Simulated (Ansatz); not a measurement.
Start from W in the bcc (W type) structure (space group Im-3m, No. 229; a = 3.1838 Å; relaxed with 0.1 eV smearing).

Structures relaxed with DFT with PBE, PAW potentials and a 420 eV plane-wave cutoff in Ansatz (an electronic-structure program), spin-orbit coupling left out.

Base:

Simulated powder pattern, Cu Kα, λ = 1.54184 Å (kinematic, ideal powder, no thermal factors, no anomalous dispersion; the 8 strongest lines at most, above 2 %, up to 2θ = 90°):

```json
[
 {"2θ (°)": "40.05", "I/Imax (%)": "100", "hkl": "(110)"},
 {"2θ (°)": "57.93", "I/Imax (%)": "17", "hkl": "(200)"},
 {"2θ (°)": "72.76", "I/Imax (%)": "36", "hkl": "(211)"},
 {"2θ (°)": "86.45", "I/Imax (%)": "12", "hkl": "(220)"}
]
```

After one change:

Simulated powder pattern, Cu Kα, λ = 1.54184 Å (kinematic, ideal powder, no thermal factors, no anomalous dispersion; the 8 strongest lines at most, above 2 %, up to 2θ = 90°):

```csv
2θ (°),I/Imax (%)
40.90,100
59.23,17
74.49,36
88.67,12
```

Task: Which change produced these results?
(A) isotropic strain −1.50 %
(B) isotropic strain −3.00 %
(C) isotropic strain −1.00 %
(D) isotropic strain −2.00 %

Result: D, isotropic strain −2.00 %. Its volume per atom is 15.19 Å³ against 16.14 Å³, and its space group is Im-3m (No. 229).

Whether these cells are dynamically stable was not tested. All final runs are without spin polarisation.
